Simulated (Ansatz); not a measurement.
Given:

```
AsB
1.0
    0.00000     2.32288     2.32288
    2.32288     0.00000     2.32288
    2.32288     2.32288     0.00000
B As
1 1
Direct
  0.00000   0.00000   0.00000
  0.25000   0.25000   0.25000
```

The numbers are results of r2SCAN with spin-orbit coupling, rigid bands (plane waves, PAW; Ansatz, a quantum-chemistry and plane-wave program), not measurements. Condition of this run: hydrostatic pressure of 12.8 GPa (compression positive) (the target of the relaxation). Cell: cell and atoms relaxed with PBEsol, then loaded as said.

**Question.** What conductivity effective mass do dilute holes have at 300 K?

**Answer.** 0.33 mₑ.

**Question.** What conductivity effective mass do dilute electrons have at 300 K?

**Answer.** 0.29 mₑ.

**Question.** And the band gap?

**Answer.** 1.22 eV at this level; semilocal functionals usually fall short of the measured gap.

Rigid bands, one relaxation time for all states, no polarons. Geometry: cell and atoms relaxed with PBEsol.
